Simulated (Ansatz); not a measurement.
## ZnS under a change: S vacancy, symmetric start

The reference is an 8-atom supercell of ZnS in the wurtzite structure (space group P6_3mc, No. 186; a = 3.782 Å, c = 6.208 Å) at its relaxed geometry.

The change: a neutral S vacancy, symmetric start, atoms relaxed at fixed cell.

Calculations: PBEsol (Ansatz, a program for electronic structure, PAW, no SOC), earlier PAW set. k-mesh 4×6×4 (Γ-centred); smearing 0.01 eV (Fermi–Dirac).

The pressure goes from zero to -5.7 GPa and the largest displacement of a host atom from its site in the perfect cell amounts to 0.27 Å.

Final structure:

```yaml
crystal:
  lattice:
    - [5.67348, -3.27559, 0.00000]
    - [1.89116, 3.27559, 0.00000]
    - [0.00000, 0.00000, 6.20791]
  atoms:
    - { symbol: Zn, position: [0.16913, 0.50000, 0.96405] }
    - { symbol: Zn, position: [0.66828, 0.00000, 0.00516] }
    - { symbol: Zn, position: [0.85806, 0.50000, 0.51102] }
    - { symbol: Zn, position: [0.29904, 0.00000, 0.52221] }
    - { symbol: S, position: [0.66728, 0.00000, 0.62587] }
    - { symbol: S, position: [0.84408, 0.50000, 0.12717] }
    - { symbol: S, position: [0.32747, 0.00000, 0.11978] }
```

Cost of the whole job for the changed cell (relaxation, final SCF and bands): about 5 core-minutes (a rough figure).

The magnetic state is the one reached from the starting moments; the real material's order can differ, and small cells can't hold many antiferromagnetic ones. In so small a cell the defect repeats every few ångströms: this is an ordered compound, not a dilute defect. The defect started on the symmetric site and kept its symmetry, so it may sit on a saddle. Starting moments died away, wholly or in part, for S vacancy; another magnetic solution may exist. The defect cell is spin-polarised and ends with 0.0 μB.
